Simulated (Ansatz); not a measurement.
## CuI: band gap against strain

CuI (zinc blende, F-43m, 26.189 Å³/atom at rest, cube axes along x, y and z) under an equal strain ε along all three axes. PBEsol in Ansatz, a plane-wave DFT program (PAW, default set), 420 eV, 10×10×10 Γ-centred mesh, Fermi-Dirac smearing 0.05 eV; ions are relaxed within the symmetry of each cell. Gaps are the smallest over the k-mesh and a band path, without spin-orbit coupling; in all rows the valence edge lies at Γ and the conduction edge at Γ.

Here s stands for strain and Eg for gap.

```csv
strain (%),gap (eV)
-3.00,?
-1.50,1.306
-1.00,1.260
-0.50,1.216
0.00,1.173
0.50,1.131
1.00,1.090
1.50,1.051
```

Fit Eg of the 7 rows that show it with a straight line. Means: s 0, Eg 1.1753. About the means, the sum of products is -0.59500 and the sum of squares of s is 7.0000; the slope is their ratio. Least squares gives Eg = 1.1753 - 0.08500·s. Residuals (row less fit): 0.0032, -0.0003, -0.0018, -0.0023, -0.0018, -0.0003, 0.0032; standard error 0.0025 (degrees of freedom: 5). Over these rows the gap moves by -8.5 ± 0.10 eV per unit strain, or -2.8 eV per unit of ln V.

Q: Estimate the missing Eg (s = -3.00); what did the run itself give?

A: Eg = 1.1753 - 0.08500 × (-3.0) = 1.4303 eV. The calculation gives 1.451 eV, 0.0207 eV above the prediction (5.2 % of the range of Eg in the table). The row lies outside the fitted rows, so this is an extrapolation. From the scatter of the fitted rows alone, a prediction at this place has a standard error of 0.0040 eV, so the miss is 5.2 times that.

One order more, fitted to all 13 runs of the series, follows each within 0.001, so the miss is the next term of a smooth law. Other structures, which can take over under pressure, weren't tried. Spin-orbit coupling is left out, which can shift this property for CuI. Rows are the converged runs of the series near zero and its far end; series whose fitted rows scatter by over a few per cent of the range, as at a crossing or softening among them, aren't shown in this form. Most that stay on the fit to the last digits aren't either.
